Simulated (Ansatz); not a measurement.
For CsCl-type AlIr (cell taken from a computed entry), PBEsol (Ansatz, a quantum-chemistry and plane-wave program, PAW) gives:

| Property | Result |
|---|---|
| lattice constant a | 2.989 Å |
| bulk modulus | 247 GPa |
| cohesive energy | 7.03 eV/atom |

Question: What does r²SCAN (Ansatz, plane waves, PAW) give for the same quantities?

Answer: 
- lattice constant a: 2.993 Å (increases by 0.1 %)
- bulk modulus: 252 GPa (grows by 2.0 %)
- cohesive energy: 6.40 eV/atom (falls by 0.63 eV/atom)

Changes are worked out from the printed values.

Unless a cell is named, each level is at its own relaxed cell (PBEsol 13.35, r²SCAN 13.40 Å³/atom).

Levels without +SOC leave out spin–orbit coupling, which shifts energies and cells of such heavy elements.

Caveats: the bulk modulus is −V dP/dV from two relaxed cells at ±2 % in volume (PBEsol, r²SCAN); the relaxation could not lower the start's symmetry, so the cell can be a saddle point above a distorted one (PBEsol, r²SCAN). Ansatz's density-functional and Hartree–Fock values are scalar-relativistic unless marked +SOC, with PAW data made under PBE.
